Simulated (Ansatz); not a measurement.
Results of PBE (PAW; Ansatz, a first-principles code) for CsCl-type NiAl.

Input file:

Ansatz 0.2 input:
```yaml
crystal:
  lattice:
    - [2.912211586, 0.0, 0.0]
    - [0.0, 2.912211586, 0.0]
    - [0.0, 0.0, 2.912211586]
  atoms:
    - { symbol: Al, position: [0.5, 0.5, 0.5] }
    - { symbol: Ni, position: [0.0, 0.0, 0.0] }
basis:
  ecutwfc: 520
  ecutrho_ratio: 4
  xc_grid: 2
kpoints:
  mp_grid: { grid: [20, 20, 20] }
hamiltonian:
  xc: pbe
  dispersion: none
  pseudopotentials: { kind: paw }
scf:
  occupations: { method: fermi_dirac, width: 0.05 }
output:
  forces: true
  stress: true
  eigenvalues: true
relax:
  f_tol: 0.004
  escape_saddle: false
  max_steps: 80
```

From the output:

```
WARN output.stress: scf.convergence.dr2_threshold = 1e-7 eV (the SCF's general default) is looser than the 2e-10 eV advised for a printed stress (1e-10 eV for …
Relaxation: its limit of steps is 80 (relax.max_steps)
Crystal: 2 atoms, lattice volume = 24.698 Å³
Basis set: ecut = 520 eV, 691 PW (Γ), exchange–correlation on 48×48×48 points (8 copies of the dense FFT grid, shifted against one another)
Bands: 15, of which v1, the nominal top of the filled ones, is band 11 counted from 1 (10 counted from 0)
Symmetry: 48 space group operations
Space group: Pm-3m (ITA 221), of the structure as read, at distance tolerance 2.9e-5 Å
k-points: 286 of 8000
Functional: x = pbe(κ = 0.804, μ = 0.2195149727645171), c = pbe(β = 0.06672455060314922)
SCF iter   1: F=—  HF=-6378.531068 eV  |F-HF|=—  |Δ(HF+E_count)|=         —  Δρ=1.04e-3  dr2=1.10e-4
SCF iter   2: F=—  HF=-6378.530885 eV  |F-HF|=—  |Δ(HF+E_count)|=   1.83e-4  Δρ=7.07e-4  dr2=3.98e-5
  ...
SCF iter   5: F=-6378.530918 eV  HF=-6378.530918 eV  |F-HF|=3.12e-9  |Δ(HF+E_count)|=   1.04e-7  Δρ=6.20e-6  dr2=4.09e-9
SCF iter   6: F=-6378.530918 eV  HF=-6378.530918 eV  |F-HF|=4.09e-11  |Δ(HF+E_count)|=  4.66e-10  Δρ=1.01e-6  dr2=9.48e-11
SCF 1 converged in 6 iterations: F = -6378.530918 eV  dr2 = 9.48e-11
relax step   1: F+E_penalty+E_count = -6378.53091832 eV  Δ(F+E_penalty+E_count) = +0.000e0 eV  max|allowed force component| = 4.520e-31 eV/Å  Δτ_max = 0.0000 Å  (6 SCF iters, accepted)
SCF converged after 6 iterations
Free energy (F): -6378.530918 eV
Internal energy: -6378.523219 eV  (E = F + TS)
E sigma→0 (E₀):  -6378.527069 eV
Fermi energy:    13.433754 eV
--- Forces (eV/Å), atoms counted from 1 ---
  atom   1  Al     0.00000000     0.00000000     0.00000000
  atom   2  Ni    -0.00000000    -0.00000000     0.00000000
--- Stress (GPa, compression-positive) ---
       -3.011627       0.000000       0.000000
        0.000000      -3.011627       0.000000
        0.000000       0.000000      -3.011627
  P = ⅓ Tr σ = -3.0116 GPa (-30.116 kbar)
```

The cell is one volume of an energy–volume scan, off the minimum.

Note: the run has no spin polarisation, so it can have missed a magnetic state.

Cost on a shared machine: very roughly 5 core-seconds.
